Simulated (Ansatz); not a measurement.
Here is the system:

```xyz
2
Lattice="2.7491 0.0000 0.0000 -1.3745 2.3808 0.0000 0.0000 0.0000 4.4485" Properties=species:S:1:pos:R:3 pbc="T T T"
Re     0.0000     1.5872     1.1121
Re     1.3745     0.7936     3.3364
```

Method: PBEsol, DFPT electron-phonon coupling, linearised Boltzmann equation (plane waves, PAW, scalar-relativistic; Ansatz, a quantum-chemistry and plane-wave program). Geometry: relaxed with this functional, without spin-orbit coupling.

Q: What phonon-limited resistivity does this give at 300 K?

A: 14.2 (x), 14.2 (y), 10.0 (z) μΩ·cm.

Q: And the electrons' mean free path at that temperature?

A: 5.6 nm, weighted by the current that each state carries. Wires not much wider than this gain resistivity from their walls.

A metal at this level (no band gap). Only scattering by harmonic phonons is included (no impurities, grain boundaries, electron-electron scattering or thermal expansion). Spin-orbit coupling is left out, which matters with elements this heavy. The squared frequency of the phonon mode least converged on the k mesh is uncertain by 16 %. Halving the electron mesh (24x24x16) moves the resistivity by up to 9 % at 300 K, the mean free path by up to 9 %. Smearing 0.20 eV; phonons on a 6x6x3 q mesh, which this run doesn't test.
